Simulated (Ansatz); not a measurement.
Start from GaCuSe$_{2}$ in the chalcopyrite structure (space group I-42d, No. 122).

```
GaCuSe2
1.0
   -2.75419     2.75419     5.48075
    2.75419    -2.75419     5.48075
    2.75419     2.75419    -5.48075
Ga Cu Se
2 2 4
Direct
  0.50000   0.50000   0.00000
  0.25000   0.75000   0.50000
  0.00000   0.00000   0.00000
  0.75000   0.25000   0.50000
  0.87500   0.88412   0.50912
  0.11588   0.62500   0.99088
  0.37500   0.36588   0.49088
  0.63412   0.12500   0.00912
```

Cartesian axes are those of the cell as printed.

Calculations: Kohn–Sham DFT with the LDA functional, run in Ansatz (a quantum-chemistry and plane-wave program) with PAW and 420 eV plane waves, no SOC.

Perturbation: the cell is stretched by 2.25 % along x with no lateral relaxation; the atoms relax in the strained cell.

Task: How does this affect the stress?

Result: The stress (xx, yy, zz, yz, xz, xy; compression positive) comes out as (-2.30, -1.33, -1.32, 0.00, 0.00, 0.00) GPa.

Task: Estimate the effect on the energy relative to the base.

Result: The energy increases by 3.4 meV/atom.

Whether these cells are dynamically stable was not tested. All final runs are without spin polarisation.
